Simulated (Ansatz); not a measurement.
Defect: W-vacancy pair (W on one host Al site, one Al site vacant) in fcc Al, neutral cell. All values below come from PBE, PAW (plane waves to 420 eV; Ansatz, a program for electronic structure).

32-site cell at the relaxed PBE lattice, a 3×3×3 k-point mesh shifted by half a step, smearing 0.10 eV, spin-restricted, no finite-size correction. No zero-point or tunnelling terms. Spin-orbit coupling is left out. Forms of the defect that were not tried may lie lower.

Barriers: single points on a 5×5×5 k-point mesh shifted by half a step at the bands' geometries (they differ from the bands' own by up to 0.11 eV, and are uncertain by about as much).

A. direct exchange of W with the vacancy (W-vacancy distance between ideal sites 2.86 Å throughout); the atom moves 3.13 Å along (0.00, 0.55, 0.55) of the unit cell; the moving atom starts with neighbours Al at 2.72, 4 Al at 2.76, 6 Al at 2.79 Å and ends with Al at 2.72, 4 Al at 2.76, 6 Al at 2.79 Å; saddle order first order.
B. a nearby Al atom hops onto the vacant site (W-vacancy distance between ideal sites 2.86 Å throughout); the atom moves 2.57 Å along (-0.45, 0.45, 0.00) of the unit cell; the moving atom starts with neighbours Al at 2.70, Al at 2.78, Al at 2.79, 2 Al at 2.85, 3 Al at 2.91, Al at 2.96, Al at 2.98; W at 2.80 Å and ends with Al at 2.70, Al at 2.78, Al at 2.79, Al at 2.85, Al at 2.86, 3 Al at 2.91, Al at 2.96, Al at 2.99; W at 2.79 Å; saddle order first order.

Problem. Put the candidates in order of forward barrier, lowest first, for PBE, PAW.

Solution. B (0.41 eV), A (2.06 eV)
